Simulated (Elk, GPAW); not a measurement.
An Elk input for a self-consistent single point of RbSr₃ (I4/mmm, 4 atoms in the cell) (DFT, PBEsol, all-electron FP-LAPW, Elk's shipped species files, default APW+lo basis):

```
tasks
  0

xctype
  22

swidth
  0.00367493

maxscl
  100

scale
  14.31600337

avec
   -0.3998093782    0.3998093782    0.8248059907
    0.3998093782   -0.3998093782    0.8248059907
    0.3998093782    0.3998093782   -0.8248059907

sppath
  './'

atoms
  2
  'Rb.in'
  1
  0.0000000000  0.0000000000  0.0000000000    0.0 0.0 0.0
  'Sr.in'
  3
  0.7500000000  0.2500000000  0.5000000000    0.0 0.0 0.0
  0.2500000000  0.7500000000  0.5000000000    0.0 0.0 0.0
  0.5000000000  0.5000000000  0.0000000000    0.0 0.0 0.0

ngridk
  5 5 5
```

Task: Translate this input to GPAW.

Result: This is the input that was run; spellings and numerical settings could be chosen otherwise.

```python
from ase import Atoms
from ase.units import GPa
from gpaw import GPAW, PW, FermiDirac

atoms = Atoms(['Rb', 'Sr', 'Sr', 'Sr'],
              cell=[[-3.028837, 3.028837, 6.248485],
                    [3.028837, -3.028837, 6.248485],
                    [3.028837, 3.028837, -6.248485]],
              positions=[[0.000000, 0.000000, 0.000000],
                         [-0.000000, 3.028837, 3.124242],
                         [3.028837, 0.000000, 3.124242],
                         [0.000000, 0.000000, 6.248485]],
              pbc=True)

calc = GPAW(mode=PW(550),
            xc='PBEsol',
            kpts=(5, 5, 5),
            occupations=FermiDirac(0.1),
            nbands=-10,
            symmetry={'symmorphic': False, 'tolerance': 0.0005},
            maxiter=100,
            txt='-')

atoms.calc = calc

energy = atoms.get_potential_energy()
print('Energy (eV):', round(energy, 6))
forces = atoms.get_forces()
print('Forces (eV/Ang):')
print(forces.round(5))
stress = atoms.get_stress()
print('Stress (GPa, Voigt):', (stress / GPa).round(4))
```

Basis, cutoffs, solver keys and any potentials are the target program's own. This input uses DFT PBEsol, plane waves, GPAW PAW datasets PBEsol (made by gpaw-setup).

The starting cell comes from a database of computed structures (which also holds hypothetical and non-ambient phases and stackings), without a prior relaxation at this level. For this run, on top of that: lattice scaled by 0.98.
